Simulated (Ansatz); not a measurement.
Start from SbN in the rock salt structure (space group Fm-3m, No. 225; a hypothetical phase, not in the database extracts checked).

```xyz
2
Lattice="0.0000 2.4617 2.4617 2.4617 0.0000 2.4617 2.4617 2.4617 0.0000" Properties=species:S:1:pos:R:3 pbc="T T T"
N      0.0000     0.0000     0.0000
Sb     2.4617     2.4617     2.4617
```

The values are results of Ansatz (a first-principles code) PBEsol, spin-orbit coupling left out, not measurements.

Before the change:

```
Quantity               Value
-------------------  -------
Lattice parameter a  4.923 Å
```

The change: every Sb is replaced by P, then cell and atoms are relaxed.

**Question.** What does the calculation give for the lattice parameter a after the change?

**Answer.** The lattice parameter a decreases by 0.6167 Å, from 4.923 Å to 4.307 Å.

Whether these cells are dynamically stable was not tested. As relaxed here, PN is a hypothetical phase, not in the database extracts checked. All final runs are without spin polarisation.
